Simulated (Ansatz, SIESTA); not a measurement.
Code comparison for TiOs (P1, 2 atoms in the cell)

Self-consistent single point, at a second geometry (atoms moved at random). First geometry:

```
TiOs
1.0
    3.08463     0.00000     0.00000
    0.00000     3.08463     0.00000
    0.00000     0.00000     3.08463
Ti Os
1 1
Direct
  0.50000   0.50000   0.50000
  0.00000   0.00000   0.00000
```

Second geometry:
```xyz
2
Lattice="3.0846 0.0000 0.0000 0.0000 3.0846 0.0000 0.0000 0.0000 3.0846" Properties=species:S:1:pos:R:3 pbc="T T T"
Ti     1.5403     1.5655     1.5253
Os     0.0020    -0.0232     0.0170
```

Shared settings, as Ansatz (a quantum-chemistry and plane-wave program) writes them: kpoints.mp_grid.grid = 14 14 14; scf.occupations.method = gaussian; scf.occupations.width = 0.0073 Ry. Potentials and cutoffs stand in the table.

| code | model | ΔF from the first geometry (meV/atom) | pressure (GPa) | largest force (eV/Å) | cutoff |
|---|---|---|---|---|---|
| Ansatz | PBEsol, default PAW files made with PBE | 5.6 | -5.37 | 0.393 | default |
| SIESTA | GGA PBEsol, numerical atomic orbitals DZP, PseudoDojo PBEsol standard norm-conserving potentials (rewritten from UPF to PSML) | 6.0 | -7.26 | 0.435 | grid 300 Ry |

On Ansatz's run: spin-orbit coupling is off. Spin polarisation is off.

The spread over the programs that give each value: ΔF from the first geometry within 0.4 meV/atom; pressure within 1.89 GPa; largest force within 0.042 eV/Å.

SIESTA uses small atom-centred bases, whose incompleteness enters pressures, forces and empty levels differently from a plane-wave cutoff. Ansatz's pressure is given at a fixed set of plane waves, as the other plane-wave codes print theirs; with its correction for the finite basis it is -5.32 GPa.

The starting cell comes from a database of computed structures (which also holds hypothetical and non-ambient phases and stackings), without a prior relaxation at this level. For this run, on top of that: atoms moved at random.

Keys are those of Ansatz 0.2.
